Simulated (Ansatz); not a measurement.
Cell and atoms of amorphous Al$_{28}$O$_{45}$Ga$_{2}$:

```xyz
75
Lattice="9.2914 0.0989 -0.2098 0.0989 9.5955 0.1254 -0.2098 0.1254 9.2535" Properties=species:S:1:pos:R:3 pbc="T T T"
Al     7.2360     5.6261     6.2679
Al     2.2252     6.4346     8.3187
Al     8.6519     6.1777    -0.0386
Al     2.6557     7.9196     2.5149
Al     4.4805     5.7792     1.8550
Al     0.3353     1.3458     6.1230
Al     5.5598     7.7466     4.4908
Al     2.8170     8.8773     5.8177
Al     0.8513     8.6253     8.0615
Al     9.0821     6.4549     3.2263
Al     5.5027     9.0925     6.9836
Al     1.2015     1.0793     1.0221
Al     5.3568     4.5523     4.4646
Al     8.5401     8.7291     1.9709
Al     5.6604     2.8155     6.9828
Al     7.1577     1.7283     0.6987
Al     8.4540     8.0967     5.4353
Al     5.5747     6.2522     8.3211
Al     8.5477     3.2455     8.2510
Al     2.6157     1.8002     8.0196
Al     3.8270     2.8442     1.7093
Al     2.3668     4.8608     3.7037
Al     6.6190     1.4028     4.8045
Al     5.1676     0.5817     2.2409
Al     9.0260     3.0250     3.2858
Al     2.3164     1.1047     3.7755
Al     3.6203     4.6650     6.7962
Al     0.5203     4.6359     6.1151
O      9.1895     9.3534     6.4951
O      7.6064     2.6553     2.1956
O      2.1578     7.8679     7.1104
O      5.6291     4.7984     6.8655
O      7.1037     9.6425     1.4685
O      4.4205     7.0707     3.1255
O      8.9386     1.6671     0.1161
O      6.3177     6.0406     4.7302
O      2.6164     2.2281     0.5128
O      8.2980     4.2043     6.6353
O      6.7507     2.8049     8.3958
O      3.1412     6.9823     0.7895
O      5.3159     1.9804     1.1178
O      3.8641     5.8606     8.0890
O      5.9892     9.6736     3.9148
O      5.3806     8.0599     8.4614
O      8.4236     1.8476     4.6628
O      3.8998     9.2298     1.7123
O      5.9374     5.5995     0.7512
O      3.8382     2.9630     7.2819
O      1.5933     6.4178     3.2950
O      8.9488     6.3426     5.4176
O      1.5920     0.3020     8.7247
O      8.4239     4.8072     3.0963
O      5.4280     4.3768     2.7271
O      2.0117     1.0126     5.5811
O      3.6429     4.8199     4.9707
O      6.1654     1.0644     6.5083
O      8.4288     6.9820     1.5284
O      1.1037     3.8666     4.5851
O      7.3127     6.4653     7.8620
O      0.9867     8.9772     1.8481
O      1.0533     1.8660     2.7839
O      8.5875     8.1852     3.6911
O      3.8190     0.3902     7.6409
O      3.0966     4.4895     2.0977
O      1.8361     5.0622     7.1584
O      3.8048     1.7921     3.1682
O      8.7324     4.4615     0.2545
O      0.7986     2.4740     7.4010
O      2.4949     8.9108     4.0357
O      6.8009     8.1982     5.8960
O      5.9301     3.0169     5.0994
O      4.4295     8.2889     5.7541
O      0.5496     7.0385     8.7671
Ga     3.7960     8.7741     9.2209
Ga     7.1187     4.4352     1.7580
```

The numbers are results of PBE, scalar-relativistic without spin-orbit coupling (plane waves to 420 eV, PAW; Ansatz, an electronic-structure program), not measurements.

Preparation: random packing, a CHGNet melt and quench, and a DFT relaxation. O atoms were pushed apart under 1.9 Å during the dynamics, to hinder bonds among them. The hot cell started wider than the set density and was brought back towards it in steps. It is the lowest in DFT energy of 2 quenches. It is a model cell: composition and starting density were chosen by hand, and all elements were melted together. No dispersion term was used. Its density started from a set value of 3.25 and ended at 3.25 g/cm³. Cooling (nominally 280 K/ps over its main leg) ran many orders faster than in experiment, which tends to leave more defects and strain. One small periodic cell is one sample of the glass; other quenches scatter about these values. The volume was held where the preparation left it and the shape relaxed, at a PBE pressure of 1.1 GPa. Stress components on the final sampling reach 1.1 GPa.

Cut-offs for bonds: Al-Al 2.66 Å, Al-O 2.26 Å, Al-Ga 2.67 Å, O-O 1.58 Å, O-Ga 2.26 Å, Ga-Ga 2.68 Å. Two cations that share two anions don't count as bonded, nor two that share one unless they lie closer than Al-Al 2.59 Å, Al-Ga 2.60 Å, Ga-Ga 2.61 Å.

### Question
Give the coordination numbers, mean bond lengths and angles.

### Answer

- Mean coordination of Al by anions = 4.61 (12 with 4, 15 with 5, 1 with 6)
- Mean coordination of O = 3.07 (42 with 3, 3 with 4)
- Mean coordination of Ga by anions = 4.50 (1 with 4, 1 with 5)
- Mean Al-O bond = 1.852 Å (spread 0.093 Å, 129 counted)
- Mean O-Ga bond = 1.954 Å (spread 0.104 Å, 9 counted)
- Bond angle at Al = mean 107.3°, spread 23.2°
- Bond angle at O = mean 116.1°, spread 17.5°
- Bond angle at Ga = mean 108.4°, spread 27.2°

### Question
List the pairs of like atoms that count as bonded by the rules above.

### Answer
There are none by these rules.
